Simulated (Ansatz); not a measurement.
Base system: TaN (space group Pm-3m, No. 221; a = 4.2132 Å; a hypothetical phase, not in the database extracts checked). Axes: x, y, z lie along the cube axes.

Now apply this change: compressive biaxial strain of 4.73 % in the plane normal to [110], as in epitaxy on a mismatched substrate; the out-of-plane cell vector and the atoms relax.

Levels (all Ansatz, a first-principles code, PAW): PBEsol (420 eV, without spin-orbit coupling); r2SCAN (500 eV, without spin-orbit coupling).

The geometry is relaxed with PBEsol.

```
Property           Result
---------------  --------
PBEsol pressure  15.9 GPa
```

With r2SCAN at the same geometry, the pressure increases by 4.2 GPa to 20.1 GPa.

Single points use the geometry relaxed with PBEsol. Their cutoffs differ, which shifts pressures a little. Without a gap, meshes like the base's 11×11×11 leave anisotropic stresses uncertain by several tenths of a GPa, and small strain energies with them. Whether these cells are dynamically stable was not tested. The final runs are not spin-polarised.
